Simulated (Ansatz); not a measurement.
Results of LDA (plane waves, PAW; Ansatz, an electronic-structure program) for C (model structure, Pn-3m, No. 224, 10 atoms in the cell).

Settings: plane-wave cutoff 520 eV, 8×8×8 k mesh, Fermi–Dirac smearing 0.01 eV, scalar-relativistic PAW data made under PBE.

The cell is the one relaxed with PBEsol. Conventional cell: a = 4.8140 Å, b = 4.8140 Å, c = 4.8140 Å, α = 90.00°, β = 90.00°, γ = 90.00°.

```xyz
10
Lattice="4.8140 0.0000 0.0000 0.0000 4.8140 0.0000 0.0000 0.0000 4.8140" Properties=species:S:1:pos:R:3 pbc="T T T"
C      0.0000     0.0000     0.0000
C      2.4070     2.4070     2.4070
C      0.8547     0.8547     0.8547
C      1.5523     1.5523     1.5523
C      0.8547     3.9594     3.9594
C      1.5523     3.2617     3.2617
C      3.9594     0.8547     3.9594
C      3.2617     1.5523     3.2617
C      3.9594     3.9594     0.8547
C      3.2617     3.2617     1.5523
```

Task: List the 27 lowest band energies at Γ above −25 eV (eV, relative to the valence band maximum), grouping those that round alike.

Result: At Γ: -16.44, -15.38, -12.55 (×3), -10.67, -8.41 (×3), -6.70 (×3), -3.32 (×2), -0.63 (×3), -0.52 (×3), 4.08 (×3), 4.21 (×2), 5.57, 8.38.

Note: the relaxation could raise the start's symmetry but not lower it, so the cell can be a saddle point; cell and atoms aren't relaxed at this level (largest force component 0.10 eV/Å, pressure -3.8 GPa).

A model structure was made by putting elements into a prototype or built by hand; it is no filed structure, need not be a known phase, and can be a saddle point held by its symmetry.
